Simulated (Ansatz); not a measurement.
Consider AlN in the wurtzite structure (space group P6_3mc, No. 186; a = 3.130 Å, c = 5.018 Å). Axes: x lies along a and z along c of the hexagonal cell.

Method: Ansatz (an electronic-structure program), PBE, PAW, cutoff 420 eV, without spin-orbit coupling.

For the base:

| Item | Value |
|---|---|
| Band gap | 4.03 eV |
| Width of the top valence band | 2.34 eV |

Modification: the cell is compressed by 1.80 % along z with no lateral relaxation; the atoms relax in the strained cell.

Question: What happens to the energy relative to the base, band gap, width of the top valence band and stress?

Answer: The energy grows by 3.8 meV/atom; the band gap increases by 0.06 eV (4.03 eV → 4.09 eV); the width of the top valence band rises by 0.13 eV, from 2.34 eV to 2.47 eV; the stress (xx, yy, zz, yz, xz, xy; compression positive) amounts to (1.94, 1.94, 6.31, 0.00, 0.00, 0.00) GPa.

No phonon test of stability was made.
